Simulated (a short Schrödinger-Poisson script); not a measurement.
System: MOS inversion layer, Al2O3 on p-type Si(100), at 300 K.

```tsv
layer	material	thickness (nm)	Na (cm⁻³)
1	Al2O3	3.4	-
2	Si	600	5.2e17
```

The device is made up for the run: typed textbook-type constants, with dimensions and the other settings drawn at random. Al2O3: permittivity 9, conduction-band edge (eV) 2.7, gap (eV) 6.8, electron mass (mₑ) 0.3. Si: permittivity 11.7, conduction-band edge (eV) 0, gap (eV) 1.124, Nv at 300 K (cm⁻³) 3.1e19.

Channel valleys (confinement mass, in-plane density-of-states mass, number): Δ2 0.916, 0.19, 2; Δ4 0.19, 0.417, 4. At the gate the conduction-band edge of layer 1 lies 2.86 eV − eVg above the Fermi level of the channel; the field vanishes at the back. Gaps are held at their typed values at every temperature. Mesh 0.03 nm at interfaces.

Solved with a short Schrödinger-Poisson script written for these runs: 1D Poisson equation in equilibrium, electrons classical, Fermi-Dirac, parabolic valleys, classical holes, full ionisation, no traps, pinning or gate leakage.

The same stack at other levels of the model or other numerical settings:

```tsv
run	sheet density of all electrons at Vg = 1.05 V (cm⁻²)	sheet density of all electrons at Vg = 0.45 V (cm⁻²)	capacitance at Vg = 1.05 V (μF/cm²)	centroid of the channel electrons at Vg = 1.05 V (nm)	rough cost against the base
base	8.83e12	1.54e12	2.04	0.56	about 1
electrons treated as classical, Boltzmann	9.35e12	1.60e12	[?]	0.39	0.1
electrons treated as quantum, Hartree	7.17e12	8.24e11	1.85	1.42	6
mesh six times as coarse	[?]	[?]	2.01	0.64	0.2
```

**Question.** Complete the blanks.

**Answer.** 
- electrons treated as classical, Boltzmann, capacitance at Vg = 1.05 V (μF/cm²): 2.19
- mesh six times as coarse, sheet density of all electrons at Vg = 0.45 V (cm⁻²): 1.49e12
- mesh six times as coarse, sheet density of all electrons at Vg = 1.05 V (cm⁻²): 8.65e12

The classical rows ignore confinement, and Boltzmann statistics overrate the density once the band edge passes the Fermi level.
